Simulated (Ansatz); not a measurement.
## SiO2: pressure series

Base system: SiO$_{2}$ in the rutile structure (space group P4_2/mnm, No. 136; a = 4.236 Å, c = 2.690 Å).

Cell and atoms are relaxed at each pressure.

Method: PBE/PAW in Ansatz (a program for electronic structure), no SOC.

| P (GPa) | V (Å³/atom) |
|---|---|
| -2.00 | 8.111 |
| -1.00 | 8.078 |
| 0.90 | 8.019 |
| 2.10 | 7.983 |
| 4.50 | 7.914 |
| 8.99 | 7.795 |
| 14.99 | 7.651 |
| 22.49 | 7.491 |

A third-order Birch–Murnaghan fit to these points gives V₀ = 8.05 Å³/atom, B₀ = 260 GPa and B₀′ = 5.3. At pressure 22.5 GPa the volume is 93.1 % of V₀.

Measured bulk modulus of SiO2: 309.9 GPa (room temperature; as listed in arXiv:1001.2066); the computed value is for a static lattice, so the two differ by thermal effects too.

Between the base and pressure 22.5 GPa the gap moves from 5.04 eV to 6.16 eV, a mean slope of 50 meV/GPa.

Load acts through the strain it causes; cell and atoms are relaxed under it. No phonon test of stability was made. Competing high-pressure phases were not computed.
